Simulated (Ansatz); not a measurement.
The parent structure is MgO in the rock salt structure (space group Fm-3m, No. 225; a = 4.2044 Å).

Computed with DFT with r2SCAN, PAW potentials and a 500 eV plane-wave cutoff in Ansatz (a quantum-chemistry and plane-wave program), scalar-relativistic without spin-orbit coupling.

For the base:

The electron mass comes out as 0.36 mₑ (at Γ) and the lattice parameter a is 4.204 Å.

Modification: cell and atoms relaxed at a pressure of 9 GPa.

Q: Predict the new electron mass.

A: The electron mass changes from 0.36 mₑ (at Γ) to 0.38 mₑ (at Γ).

Q: How does this affect the mean gap deformation potential ΔEg/Δln V?

A: The mean gap deformation potential ΔEg/Δln V amounts to -10.5 eV.

Q: What happens to the lattice parameter a?

A: The lattice parameter a drops by 0.068 Å to 4.136 Å.

Load acts through the strain it causes; cell and atoms are relaxed under it. Effective masses come from finite differences of ±0.01 Å⁻¹. Stability against distortions was not tested. Competing high-pressure phases were not computed.
